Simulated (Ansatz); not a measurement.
The parent structure is CuI in the zinc blende structure (space group F-43m, No. 216; a = 6.0793 Å).

The values are results of plane-wave PAW DFT at the PBE level (Ansatz, a program for electronic structure, 420 eV), without spin-orbit coupling, not measurements.

Base values:

- Valley order = Γ 1.10 eV; L along ⟨111⟩ 2.13 eV; X along ⟨100⟩ 2.73 eV

It is then changed as follows: every lattice vector is shortened by 1.00 %; the atoms relax in the strained cell.

Task: Predict the new valley order and energy relative to the base.

Result: The valley order (the lowest conduction-band minima on the path, energy above the VBM, named in the base's zone) goes from Γ 1.10 eV; L along ⟨111⟩ 2.13 eV; X along ⟨100⟩ 2.73 eV to Γ 1.18 eV; L along ⟨111⟩ 2.16 eV; X along ⟨100⟩ 2.66 eV; the energy grows by 3.2 meV/atom.

With I present, leaving out spin-orbit coupling can change the band edges. The levels and masses belong to the bands next to the band gap. No phonon test of stability was made. The final runs are not spin-polarised.
